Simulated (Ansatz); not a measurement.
Response to strain in ScAl

Take ScAl in the CsCl type structure (space group Pm-3m, No. 221; a cell from a computed database, its experimental status unchecked; relaxed with 0.1 eV smearing) as the base.

```
ScAl
1.0
    3.34583     0.00000     0.00000
    0.00000     3.34583     0.00000
    0.00000     0.00000     3.34583
Sc Al
1 1
Direct
  0.50000   0.50000   0.50000
  0.00000   0.00000   0.00000
```

Cartesian axes are those of the cell as printed.

Strains are applied to the cell and any free atomic positions relax; under biaxial strain the out-of-plane vector relaxes too.

All numbers come from plane-wave PAW DFT at the PBEsol level (Ansatz, a quantum-chemistry and plane-wave program, 420 eV), no spin-orbit coupling.

Notes on the quantities. energy relative to the base: free energy F; pressure: mean of the normal stresses, compression positive.

| case | volume per atom | energy relative to the base | pressure |
|---|---|---|---|
| base | 18.73 Å³ | 0 meV/atom | 0.0 GPa |
| biaxial strain −0.72 %, plane normal [111], relaxed out of plane | 18.48 Å³ | +1.4 meV/atom | 1.1 GPa |
| isotropic strain +0.62 % | 19.08 Å³ | +1.6 meV/atom | -1.4 GPa |
| uniaxial strain ε_xx = +1.80 % | 19.06 Å³ | +1.8 meV/atom | -1.4 GPa |
| uniaxial strain ε_yy = +2.03 % | 19.11 Å³ | +2.2 meV/atom | -1.6 GPa |

Stability against distortions was not tested. All final runs are without spin polarisation.
